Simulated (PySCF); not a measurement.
PySCF 2.14.0, WB97X/def2-svp, df: Fe(CO)3(PH3)2 ([O+]#[C-]->[Fe](<-[PH3])(<-[PH3])(<-[C-]#[O+])<-[C-]#[O+]), 15 atoms. The geometry is a generated start, not checked to be a minimum at this level.

```yaml
task: energy
method: wb97x
basis: def2-svp
two_electron_scheme: density fitting
mol.max_memory: 3000 MB
mf.max_cycle: 100
mf.init_guess: minao (default)
mf.DIIS: CDIIS (default)
mf.diis_space: 8 (default)
mf.conv_tol: 1e-09 (default)
mf.grids.level: 3 (default)
basis_functions: 181
grid_points: 202712
```

```xyz
15

Fe    -0.1162     0.3711    -0.0120
O      1.9447     1.6190     1.6163
C      1.1571     1.0815     0.9812
O     -2.5342    -0.0559    -1.5729
C     -1.5667     0.0580    -0.9696
O     -1.0340     3.1296    -0.2039
C     -0.6724     2.0432    -0.1309
P     -0.7177    -1.0215     1.5432
H     -1.5799    -0.6355     2.5703
H      0.1542    -1.6442     2.4237
H     -1.4281    -2.1893     1.3042
P      1.2412    -0.4850    -1.4848
H      2.6203    -0.4120    -1.3772
H      1.2477    -0.0416    -2.8043
H      1.2840    -1.8172    -1.8833
```

Charge 0 and multiplicity 1 are set for this test and not shown to be the ground state.

One run each on 2 threads, 1 BLAS thread. Values of level_shift (Hartree) tried: 0 (default), 0.1, 0.3, 1.

### Question
Predict the course of the Fock builds along this series.

### Answer
Fewest Fock builds: 0 (default) with 22. The count rises to 36 at 1. All converge to one solution.

| level_shift (Hartree) | Fock builds | end |
|---|---|---|
| 0 (default) | 22 | same solution |
| 0.1 | 25 | same solution |
| 0.3 | 26 | same solution |
| 1 | 36 | same solution |
